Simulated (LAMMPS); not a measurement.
Consider W (bcc), 1024 atoms, at 2220 K and 2 GPa, heated as the crystal in molecular dynamics.

Model: classical MD, pair style meam, file library.meam (library.meam-W); code LAMMPS.

| r (Å) | g(r) |
|---|---|
| 2.180 | 0.000 |
| 2.220 | 0.001 |
| 2.260 | 0.000 |
| 2.300 | 0.008 |
| 2.340 | 0.033 |
| 2.380 | 0.102 |
| 2.420 | 0.253 |
| 2.460 | 0.518 |
| 2.500 | 0.876 |
| 2.540 | 1.38 |
| 2.580 | 1.98 |
| 2.620 | 2.56 |
| 2.660 | 3.00 |
| 2.700 | 3.25 |
| 2.740 | 3.29 |
| 2.780 | 3.22 |
| 2.820 | 2.98 |
| 2.860 | 2.75 |
| 2.900 | 2.57 |
| 2.940 | 2.41 |
| 2.980 | 2.29 |
| 3.020 | 2.28 |
| 3.060 | 2.12 |
| 3.100 | 2.10 |
| 3.140 | 1.96 |
| 3.180 | 1.88 |
| 3.220 | 1.73 |
| 3.260 | 1.53 |
| 3.300 | 1.38 |
| 3.340 | 1.23 |
| 3.380 | 0.972 |
| 3.420 | 0.754 |
| 3.460 | 0.574 |
| 3.500 | 0.424 |
| 3.540 | 0.285 |
| 3.580 | 0.199 |
| 3.620 | 0.140 |
| 3.660 | 0.079 |
| 3.700 | 0.056 |
| 3.740 | 0.033 |
| 3.780 | 0.019 |
| 3.820 | 0.012 |
| 3.860 | 0.011 |
| 3.900 | 0.007 |
| 3.940 | 0.015 |
| 3.980 | 0.031 |
| 4.020 | 0.052 |
| 4.060 | 0.079 |
| 4.100 | 0.124 |
| 4.140 | 0.203 |
| 4.180 | 0.309 |
| 4.220 | 0.440 |
| 4.260 | 0.613 |
| 4.300 | 0.817 |
| 4.340 | 1.00 |
| 4.380 | 1.21 |
| 4.420 | 1.42 |
| 4.460 | 1.53 |
| 4.500 | 1.59 |
| 4.540 | 1.58 |
| 4.580 | 1.50 |
| 4.620 | 1.39 |
| 4.660 | 1.21 |
| 4.700 | 1.03 |
| 4.740 | 0.858 |
| 4.780 | 0.712 |
| 4.820 | 0.603 |
| 4.860 | 0.517 |
| 4.900 | 0.508 |
| 4.940 | 0.555 |
| 4.980 | 0.688 |
| 5.020 | 0.874 |
| 5.060 | 1.11 |
| 5.100 | 1.36 |
| 5.140 | 1.68 |
| 5.180 | 1.96 |
| 5.220 | 2.22 |
| 5.260 | 2.40 |
| 5.300 | 2.60 |
| 5.340 | 2.61 |
| 5.380 | 2.57 |
| 5.420 | 2.46 |
| 5.460 | 2.31 |
| 5.500 | 2.06 |
| 5.540 | 1.84 |
| 5.580 | 1.54 |
| 5.620 | 1.29 |
| 5.660 | 1.06 |
| 5.700 | 0.813 |
| 5.740 | 0.637 |
| 5.780 | 0.495 |
| 5.820 | 0.356 |
| 5.860 | 0.254 |
| 5.900 | 0.189 |
| 5.940 | 0.135 |
| 5.980 | 0.116 |
| 6.020 | 0.110 |
| 6.060 | 0.117 |
| 6.100 | 0.138 |
| 6.140 | 0.174 |
| 6.180 | 0.207 |
| 6.220 | 0.258 |
| 6.260 | 0.302 |

The data show:
- state found: crystal; no diffusion seen in 30 ps
- first peak of g(r): 2.74 Å, height 3.3
- coordination number: 14.0 (counted to 3.86 Å)

Caution: the potential MEAM library.meam-W is a first-neighbour MEAM set with a 4 Å cutoff, used here without a parameter file and away from the static properties it was fitted to. Caution: a run this short can hold a crystal over, or a liquid under, the potential's own melting point, which these runs don't give.
